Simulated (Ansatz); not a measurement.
# Hypothetical R-3m MgH2: response to strain

Base system: MgH₂ in the CdCl2 type structure (space group R-3m, No. 166; a = 3.009 Å, c = 12.594 Å (hexagonal axes); a hypothetical phase, not in the database extracts checked). Axes: x lies along a and z along c of the hexagonal cell.

Strains are applied to the cell and any free atomic positions relax.

Level of theory: Ansatz (a quantum-chemistry and plane-wave program) r2SCAN+rVV10, no spin-orbit coupling.

Notes on the quantities. energy relative to the base: free energy F; band gap: an upper bound: an edge found on the path is not a true extremum; the base alone; pressure: mean of the normal stresses, compression positive.

```json
[
 {"change": "base", "shortest interatomic distance": "3.709 bohr", "energy relative to the base": "0 meV/atom", "band gap": "3.88 eV", "pressure": "0.00 GPa"},
 {"change": "isotropic strain −5.78 %", "shortest interatomic distance": "3.580 bohr", "energy relative to the base": "+44 meV/atom", "band gap": "3.78 eV", "pressure": "8.92 GPa"},
 {"change": "isotropic strain −4.26 %", "shortest interatomic distance": "3.614 bohr", "energy relative to the base": "+23 meV/atom", "band gap": "3.82 eV", "pressure": "6.02 GPa"},
 {"change": "isotropic strain +1.70 %", "shortest interatomic distance": "3.747 bohr", "energy relative to the base": "+3.2 meV/atom", "band gap": "3.88 eV", "pressure": "-1.71 GPa"},
 {"change": "tensor shear ε_xz = +3.22 %", "shortest interatomic distance": "3.707 bohr", "energy relative to the base": "+1.3 meV/atom", "band gap": "3.79 eV", "pressure": "0.01 GPa"}
]
```

Whether these cells are dynamically stable was not tested.
